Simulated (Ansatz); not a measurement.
## Pressure series in MoSi2

The reference is MoSi$_{2}$ (space group I4/mmm, No. 139; a = 3.2017 Å, c = 7.8186 Å).

Cell and atoms are relaxed at each pressure.

Method: DFT with r2SCAN, PAW potentials and a 500 eV plane-wave cutoff in Ansatz (a program for electronic structure), no spin-orbit coupling.

Notes on the quantities. enthalpy: H = E + PV relative to the base's energy.

```
case                   enthalpy  lattice parameter a  c/a ratio
----------------  -------------  -------------------  ---------
base                          –              3.202 Å      2.442
pressure −2 GPa   -0.17 eV/atom              3.213 Å      2.440
pressure −1 GPa   -0.08 eV/atom              3.207 Å      2.441
pressure 0.3 GPa  +0.02 eV/atom              3.200 Å      2.442
pressure 0.7 GPa  +0.06 eV/atom              3.198 Å      2.443
pressure 1.5 GPa  +0.12 eV/atom              3.194 Å      2.443
pressure 3 GPa    +0.25 eV/atom              3.186 Å      2.445
pressure 5 GPa    +0.41 eV/atom              3.177 Å      2.446
pressure 7.5 GPa  +0.62 eV/atom              3.165 Å      2.448
pressure 10 GPa   +0.82 eV/atom              3.154 Å      2.450
```

A case with no gap was solved on a k-mesh chosen for an insulator, which is coarse for it. Load acts through the strain it causes; cell and atoms are relaxed under it. Whether these cells are dynamically stable was not tested. No other phases were tried under pressure. All final runs are without spin polarisation.
